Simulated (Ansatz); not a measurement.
# BAs: response to strain

Take BAs in the zinc blende structure (space group F-43m, No. 216; a = 4.7826 Å) as the base. Axes: x, y, z lie along the cube axes.

Strains are applied to the cell and any free atomic positions relax; under biaxial strain the out-of-plane vector relaxes too; under stress the whole cell relaxes.

All numbers come from r2SCAN (Ansatz, a quantum-chemistry and plane-wave program; PAW; 500 eV plane waves; no spin-orbit coupling), earlier PAW set.

Notes on the quantities. pressure: mean of the normal stresses, compression positive.

```json
[
 {"case": "base", "volume per atom": "13.67 Å³", "pressure": "0.0 kbar", "gap character": "–", "band gap": "1.38 eV"},
 {"case": "biaxial strain −2.40 %, plane normal [001], relaxed out of plane", "volume per atom": "13.17 Å³", "pressure": "57.2 kbar", "gap character": "indirect, Γ → Γ–X (78 % along)", "band gap": "1.05 eV"},
 {"case": "biaxial strain +2.27 %, plane normal [110], relaxed out of plane", "volume per atom": "[?]", "pressure": "-51.2 kbar", "gap character": "indirect, Γ → Γ–T (76 % along)", "band gap": "1.22 eV"},
 {"case": "biaxial strain +2.68 %, plane normal [111], relaxed out of plane", "volume per atom": "[?]", "pressure": "-59.9 kbar", "gap character": "indirect, Γ → F–Γ (18 % along)", "band gap": "1.27 eV"},
 {"case": "isotropic strain −0.71 %", "volume per atom": "13.38 Å³", "pressure": "31.5 kbar", "gap character": "–", "band gap": "1.36 eV"},
 {"case": "uniaxial strain ε_xx = +1.28 %", "volume per atom": "13.85 Å³", "pressure": "-17.5 kbar", "gap character": "indirect, Γ → Γ–X (82 % along)", "band gap": "1.29 eV"},
 {"case": "tensor shear ε_yz = +0.55 %", "volume per atom": "13.67 Å³", "pressure": "0.1 kbar", "gap character": "indirect, Γ → Γ–X (82 % along)", "band gap": "1.32 eV"},
 {"case": "uniaxial stress, 8 GPa compression along x", "volume per atom": "13.43 Å³", "pressure": "–", "gap character": "indirect, Γ → Γ–M (78 % along)", "band gap": "0.76 eV"},
 {"case": "uniaxial stress, 2 GPa tension along z", "volume per atom": "13.74 Å³", "pressure": "–", "gap character": "indirect, Γ → Γ–X (82 % along)", "band gap": "1.31 eV"},
 {"case": "tensor shear ε_xy = −0.66 %", "volume per atom": "13.67 Å³", "pressure": "0.2 kbar", "gap character": "indirect, Γ → Γ–X (82 % along)", "band gap": "1.31 eV"}
]
```

Problem. Complete the table.

Solution. 
- biaxial strain +2.27 %, plane normal [110], relaxed out of plane, volume per atom: 14.23 Å³
- biaxial strain +2.68 %, plane normal [111], relaxed out of plane, volume per atom: 14.34 Å³

A biaxial case was relaxed in a doubled cell and then solved in the primitive one. Beyond what the load breaks, stability against distortions was not tested. Labels are those of the standard path for the cell's own space group.
